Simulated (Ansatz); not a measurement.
Band structure of IrO2 (P4_2/mnm, 6 atoms in the cell).

```
CELL_PARAMETERS angstrom
      4.50000     0.00000     0.00000
      0.00000     4.50000     0.00000
      0.00000     0.00000     3.15000
ATOMIC_POSITIONS crystal
  Ir 0.00000 0.00000 0.00000
  Ir 0.50000 0.50000 0.50000
  O  0.30800 0.30800 0.00000
  O  0.80800 0.19200 0.50000
  O  0.19200 0.80800 0.50000
  O  0.69200 0.69200 0.00000
```

Method of the run: PBE (plane waves, PAW; Ansatz, a program for electronic structure).

Settings: kpoints.mp_grid.grid = 5 5 8; hamiltonian.xc = pbe; hamiltonian.pseudopotentials = {kind: paw} (the program's default PAW files); scf.occupations.method = fermi_dirac; scf.occupations.width = 0.1 eV; kpoints.band_path.npoints = 8.

The starting cell has typed, rounded lattice constants, without a prior relaxation at this level. Spin-orbit coupling is off. Spin polarisation is off.

Levels in eV from the Fermi level, bands 26 to 33:
```
point     26     27     28     29     30    31    32    33
-----  -----  -----  -----  -----  -----  ----  ----  ----
Γ      -2.42  -2.40  -2.33  -2.24   0.82  1.25  4.21  4.21
X      -1.67  -1.29  -1.29  -0.30  -0.30  3.61  3.61  3.67
M      -2.53  -2.38  -2.38   0.20   0.20  2.57  2.57  4.20
Z      -1.88  -0.72  -0.72   0.24   0.24  2.38  2.38  2.82
R      -2.78  -1.77  -1.77   0.53   0.53  1.21  1.21  4.64
A      -1.79  -1.25  -1.25  -0.50  -0.50  2.33  2.33  3.28
```

Bands cross the Fermi level along this path, so the cell is metallic at this level.

Keys are those of Ansatz 0.2.
